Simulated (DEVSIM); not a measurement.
System: Si n+/n-/n+ resistor, at 400 K.

```csv
layer (left to right),material,thickness (μm),Nd (cm⁻³),τn (s),τp (s)
1,Si,0.530,3.4e18,0.00013,0.00013
2,Si,0.0540,4.2e15,0.00013,0.00013
3,Si,0.110,5.8e18,0.00013,0.00013
```

Left contact: ohmic. Right contact: ohmic. Voltage is applied to the left contact. Recombination: SRH at mid-gap, radiative. Mobility is μmin + (μ − μmin)/(1 + (N/Nref)^α).

Constants are typed, rounded textbook-type inputs, not results; the design itself was drawn at random and stands for no fabricated device. Values at 300 K; Nc and Nv go as T^1.5, mobilities as T to minus their exponent, the gap by Varshni's rule with the affinity fixed.

```tsv
parameter	Si
gap (eV)	1.124
affinity (eV)	4.05
permittivity	11.7
Nc (cm⁻³)	2.86e19
Nv (cm⁻³)	3.1e19
μn (cm²/Vs)	1417
μp (cm²/Vs)	470
μn,min	52
μp,min	45
Nref,n	9.7e16
Nref,p	2.2e17
αn	0.68
αp	0.72
T exponent of μn	2.3
T exponent of μp	2.2
B (cm³/s)	4.7e-15
Varshni α (eV/K)	0.000473
Varshni β (K)	636
```

Model (solved in DEVSIM): 1D drift-diffusion, Boltzmann statistics, complete ionisation; no tunnelling, impact ionisation, image-force lowering or self-heating.

Problem. Tabulate band edges, carrier densities and field at 1.15 V on the left contact.

Solution. Energies count from the Fermi level of the right contact; mesh points crowd at the junctions.

```
x (μm)   Ec (eV)  Ev (eV)  n (cm⁻³)  p (cm⁻³)  field (V/cm)
-------  -------  -------  --------  --------  ------------
0.000     -1.062   -2.158    3.4e18   9500000         15000
0.01333   -1.042   -2.138    3.4e18   9500000         15000
0.03336   -1.011   -2.107    3.4e18   9500000         15000
0.06347   -0.965   -2.062    3.4e18   9500000         15000
0.1303    -0.864   -1.960    3.4e18   9500000         15000
0.2092    -0.744   -1.841    3.4e18   9500000         15000
0.3143    -0.585   -1.681    3.4e18   9500000         15000
0.4175    -0.428   -1.525    3.4e18   9400000         15000
0.4640    -0.358   -1.454    3.4e18   8900000         15000
0.4972    -0.307   -1.404    3.4e18   6900000         15000
0.5171    -0.277   -1.373    3.4e18   3400000         17000
0.5340    -0.166   -1.262    3.4e17    940000        100000
0.5453    -0.072   -1.169    1.2e17   7400000         70000
0.5570    -0.004   -1.100    1.5e17     5.0e7         47000
0.5729     0.036   -1.061    3.2e17     1.5e8         -3600
0.5840    -0.021   -1.117    2.7e18     2.9e7       -110000
0.5963    -0.032   -1.129    5.8e18     1.5e7         10000
0.6121    -0.016   -1.112    5.8e18     1.5e7         10000
0.6390     0.012   -1.084    5.8e18     1.4e7         10000
0.6607     0.035   -1.061    5.8e18     1.2e7         10000
0.6776     0.053   -1.044    5.8e18   9400000         10000
0.6940     0.070   -1.027    5.8e18   5600000         10000
```
